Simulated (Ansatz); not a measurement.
## Ir (Fm-3m): band-structure transport figures

Input:

```xyz
1
Lattice="0.0000 1.9064 1.9064 1.9064 0.0000 1.9064 1.9064 1.9064 0.0000" Properties=species:S:1:pos:R:3 pbc="T T T"
Ir     0.0000     0.0000     0.0000
```

Computed with PBEsol, rigid bands (plane waves, PAW, scalar-relativistic; Ansatz, a program for electronic structure). Condition of this run: hydrostatic pressure 5 GPa (the target of the relaxation). Cell: cell and atoms relaxed with PBEsol, then loaded as said.

```
Item                                                              Result
------------------------------------  ----------------------------------
density of states at the Fermi level  0.865 states/(eV·cell), both spins
bare Sommerfeld coefficient                     2.0 mJ/(mol of atoms·K²)
Drude plasma energy                                              10.9 eV
root-mean-square Fermi velocity                                8.5e5 m/s
resistivity times τ                                     4.1 ×10⁻²² Ω·m·s
resistivity times mean free path                         3.7 ×10⁻¹⁶ Ω·m²
```

A metal at this level (no band gap); rigid bands, thermally averaged at 300 K, both spins. Spin-orbit coupling is left out, which matters with elements this heavy. τ is one relaxation time for all states; the product of resistivity and mean free path takes one path for all states instead.
